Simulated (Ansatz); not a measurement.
Density of states of CdIn₂O₄ (Fd-3m) above the conduction band minimum, Ansatz (a first-principles code) with PBEsol, rigid bands; cell volume 194.1 Å³.

| energy from edge (eV) | 10⁻³ states/eV/cell |
|---|---|
| 0.006 | 6.61 |
| 0.031 | 15.4 |
| 0.056 | 21.6 |
| 0.081 | 26.7 |
| 0.106 | 31.9 |
| 0.131 | 36.2 |
| 0.156 | 41.5 |
| 0.181 | 45.9 |
| 0.206 | 50.7 |
| 0.231 | 55.0 |
| 0.256 | 59.1 |
| 0.281 | 64.4 |
| 0.319 | 72.5 |
| 0.344 | 77.9 |
| 0.369 | 82.5 |
| 0.394 | 87.4 |
| 0.419 | 92.3 |
| 0.444 | 98.0 |
| 0.469 | 103 |
| 0.494 | 107 |
| 0.519 | 114 |
| 0.544 | 120 |
| 0.569 | 126 |
| 0.594 | 130 |

Q: What effective density of states at 300 K does this give (∫ g(E) exp(−E/k_BT) dE, both spins, divided by the cell's size)?

A: 1.7e18 cm⁻³, a density-of-states mass of 0.166 mₑ, valleys and band degeneracy included.

Spin-orbit coupling is left out. Geometry: cell and atoms relaxed with PBEsol.

Formula and space group known from diffraction (Crystallography Open Database), not checked to be the room-temperature form: CdIn2O4 (Fd-3m).
